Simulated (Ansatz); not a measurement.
Band structure of ZrGeS (P4/nmm, 6 atoms in the cell).

```yaml
crystal:
  lattice:
    - [3.54845, 0.00000, 0.00000]
    - [0.00000, 3.54845, 0.00000]
    - [0.00000, 0.00000, 7.87235]
  atoms:
    - { symbol: Zr, position: [0.00000, 0.50000, 0.72519] }
    - { symbol: Zr, position: [0.50000, 0.00000, 0.27481] }
    - { symbol: Ge, position: [0.50000, 0.50000, 0.00000] }
    - { symbol: Ge, position: [0.00000, 0.00000, 0.00000] }
    - { symbol: S, position: [0.00000, 0.50000, 0.37856] }
    - { symbol: S, position: [0.50000, 0.00000, 0.62144] }
```

Level of theory: PBEsol, PAW files made with PBE (plane waves; Ansatz, a quantum-chemistry and plane-wave program).

Settings: kpoints.mp_grid.grid = 7 7 3; hamiltonian.xc = pbesol; hamiltonian.pseudopotentials = {kind: paw} (an earlier, softer set of the program's PAW files); scf.occupations.method = fermi_dirac; scf.occupations.width = 0.136 eV; kpoints.band_path.npoints = 8.

The starting cell comes from a database of computed structures (which also holds hypothetical and non-ambient phases and stackings), without a prior relaxation at this level. Its lattice was rescaled by a random factor within 2.5 % of one.

Levels in eV from the Fermi level, bands 29 to 36:
```csv
point,29,30,31,32,33,34,35,36
Γ,-2.60,-2.33,-2.33,-1.17,-0.31,0.45,0.93,1.17
X,-1.95,-1.95,-0.68,-0.68,0.65,0.65,1.92,1.92
M,-3.95,-3.95,-2.57,-2.57,2.71,2.71,2.97,2.97
Z,-3.08,-2.94,-2.31,-2.31,0.24,0.95,1.15,1.17
R,-2.18,-2.18,-0.37,-0.37,0.82,0.82,1.76,1.76
A,-3.92,-3.92,-2.60,-2.60,1.53,1.53,2.80,2.80
```

Bands cross the Fermi level along this path, so the cell is metallic at this level.

Keys are those of Ansatz 0.2.
